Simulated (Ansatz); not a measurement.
Take HfB₂ (space group P6/mmm, No. 191; a = 3.128 Å, c = 3.446 Å; relaxed with 0.1 eV smearing) as the base. Axes: x lies along a and z along c of the hexagonal cell.

Calculations: PBEsol in Ansatz (plane waves to 420 eV, PAW, without spin-orbit coupling).

Base values:

The pressure comes out as 0.0 GPa and the shortest interatomic distance is 1.806 Å. The band gap is zero.

The change: uniaxial strain ε_zz = −0.50 %, all other strain components held at zero, atoms relaxed at fixed cell.

Q: What happens to the energy relative to the base?

A: The energy increases by 0.4 meV/atom.

Q: How does this affect the pressure?

A: The pressure (mean of the normal stresses, compression positive) goes from zero to 1.2 GPa.

Q: How does this affect the shortest interatomic distance?

A: The shortest interatomic distance is still 1.806 Å.

Q: Predict the new band gap.

A: The band gap stays zero.

Whether these cells are dynamically stable was not tested. The final runs are not spin-polarised.

Ansatz is a program for electronic structure.
